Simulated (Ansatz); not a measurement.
# Electron-phonon data for Ta$_{3}$Ru (Fm-3m)

Here is the system:

```yaml
crystal:
  lattice:
    - [0.00000, 3.19664, 3.19664]
    - [3.19664, 0.00000, 3.19664]
    - [3.19664, 3.19664, 0.00000]
  atoms:
    - { symbol: Ta, position: [0.25000, 0.25000, 0.25000] }
    - { symbol: Ta, position: [0.75000, 0.75000, 0.75000] }
    - { symbol: Ta, position: [0.50000, 0.50000, 0.50000] }
    - { symbol: Ru, position: [0.00000, 0.00000, 0.00000] }
```

These are PBEsol, DFPT electron-phonon coupling, linearised Boltzmann equation (plane waves, PAW, scalar-relativistic; Ansatz, a quantum-chemistry and plane-wave program) values and carry that method's errors. Geometry: relaxed with this functional, without spin-orbit coupling.

```
Item                                                                                                    Result
----------------------------------------------------------------------------------  --------------------------
resistivity at 300 K                                                                                 8.7 μΩ·cm
resistivity at 77 K                                                                                 1.08 μΩ·cm
electron mean free path at 300 K (weighted by the current that each state carries)                     12.9 nm
electron-phonon coupling λ                                                                                0.25
transport coupling λ_tr                                                                                   0.26
logarithmic mean phonon energy                                                                        17.1 meV
density of states at the Fermi level                                                1.03 states/(eV·spin·cell)
Drude plasma energy                                                                                     5.8 eV
Hall coefficient at 300 K                                                                       31 ×10⁻¹¹ m³/C
```

A metal at this level (no band gap). Only scattering by harmonic phonons is included (no impurities, grain boundaries, electron-electron scattering or thermal expansion). Spin-orbit coupling is left out, which matters with elements this heavy. Halving the electron mesh (24x24x24) moves the resistivity by up to 3 % at 300 K, the mean free path by up to 4 %, the coupling by up to 3 %. Smearing 0.20 eV; phonons on a 4x4x4 q mesh, which this run doesn't test and which matters most at low temperature.

Computed structure, not matched to a measured one here, so possibly hypothetical: Ta3Ru (Fm-3m).
